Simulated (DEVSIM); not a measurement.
Structure: illuminated Ge n-on-p cell, one wavelength, at 250 K.

Layer 1 from the left is Ge, thickness (μm) 0.290, Nd (cm⁻³) 2.5e18, τn (s) 1.5e-7, τp (s) 2e-7, absorption coefficient (cm⁻¹) 20000. Layer 2 from the left is Ge, thickness (μm) 63.0, Na (cm⁻³) 2.2e15, τn (s) 1.1e-5, τp (s) 1.1e-5, absorption coefficient (cm⁻¹) 20000.

Left contact: ohmic, minority hole recombination velocity 3000 cm/s. Right contact: ohmic, minority electron recombination velocity 30000 cm/s. Voltage is applied to the left contact. Recombination: SRH at mid-gap, radiative, Auger. Light enters at the left, 6.6e18 photons cm⁻² s⁻¹, one pass, no reflection. Mobility is constant in doping.

The device is made up for the run: typed textbook-type constants, with dimensions and the other settings drawn at random. Values at 300 K; Nc and Nv go as T^1.5, mobilities as T to minus their exponent, the gap by Varshni's rule with the affinity fixed.

Ge: gap (eV) 0.664, affinity (eV) 4, permittivity 16, Nc (cm⁻³) 1.04e19, Nv (cm⁻³) 6e18, μn (cm²/Vs) 3900, μp (cm²/Vs) 1900, T exponent of μn 1.66, T exponent of μp 2.33, B (cm³/s) 6.4e-14, Cn (cm⁶/s) 1e-31, Cp (cm⁶/s) 1e-31, Varshni α (eV/K) 0.000477, Varshni β (K) 235.

Simulated with DEVSIM: 1D drift-diffusion, Boltzmann statistics, complete ionisation; no tunnelling, impact ionisation, image-force lowering or self-heating.

Task: What does the simulation give for the largest field in the device at zero bias, the dark forward voltage at 1 A/cm², the share of generated pairs collected at short circuit?

Result: largest field in the device at zero bias 68000 V/cm; dark forward voltage at 1 A/cm² 0.314 V; share of generated pairs collected at short circuit 0.998.
